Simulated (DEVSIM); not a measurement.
## Schottky contact on n-type GaN

Structure: Schottky contact on n-type GaN, at 300 K.

```
layer (left to right)  material  thickness (μm)  Nd (cm⁻³)  τn (s)  τp (s)
---------------------  --------  --------------  ---------  ------  ------
1                           GaN           0.540     4.9e15  6.2e-9  6.2e-8
```

Left contact: Schottky, work function 5.41 eV, emission velocity 3.9e6 cm/s. Right contact: ohmic. Voltage is applied to the left contact. Recombination: SRH at mid-gap. Mobility is constant in doping.

This is a model device: material constants are rounded textbook-type values typed into the input, and sizes, dopings and lifetimes were drawn at random. Values at 300 K.

```
parameter         GaN
-------------  ------
gap (eV)         3.43
affinity (eV)     4.1
permittivity      9.5
Nc (cm⁻³)      2.3e18
Nv (cm⁻³)      4.6e19
μn (cm²/Vs)      1200
μp (cm²/Vs)       100
```

DEVSIM, 1D drift-diffusion, Boltzmann statistics, complete ionisation; no tunnelling, impact ionisation, image-force lowering or self-heating. Metal contacts follow the ideal Schottky-Mott rule: no Fermi-level pinning, no interface dipoles.

The potential step across the device at zero bias is 1.151 V and the largest field in the device at zero bias is 46000 V/cm. The dark forward voltage at 1 A/cm² comes out as 0.948 V. The dark forward voltage at 100 A/cm² is 1.078 V.

Small-signal capacitance in reverse bias (quasi-static):

```json
[
 {"V (V)": "-0.04", "C (nF/cm²)": "17.2"},
 {"V (V)": "-0.1", "C (nF/cm²)": "16.9"},
 {"V (V)": "-0.2", "C (nF/cm²)": "16.5"},
 {"V (V)": "-0.3", "C (nF/cm²)": "16.2"},
 {"V (V)": "-0.4", "C (nF/cm²)": "16.0"},
 {"V (V)": "-0.6", "C (nF/cm²)": "15.8"},
 {"V (V)": "-0.8", "C (nF/cm²)": "15.7"},
 {"V (V)": "-1", "C (nF/cm²)": "15.6"},
 {"V (V)": "-1.3", "C (nF/cm²)": "15.6"},
 {"V (V)": "-1.6", "C (nF/cm²)": "15.6"},
 {"V (V)": "-2", "C (nF/cm²)": "15.6"}
]
```

Dark forward current:

(V (V), J (A/cm²)): (0.15, 4.3e-14); (0.20, 3.0e-13); (0.25, 2.1e-12); (0.35, 9.9e-11); (0.40, 6.8e-10); (0.45, 4.7e-9); (0.50, 3.2e-8); (0.55, 2.2e-7); (0.65, 1.1e-5); (0.70, 7.3e-5); (0.75, 0.00050); (0.80, 0.0034); (0.90, 0.16); (0.95, 1.1); (1.00, 7.1); (1.05, 43); (1.10, 200); (1.20, 1200); (1.25, 1900); (1.30, 2600)
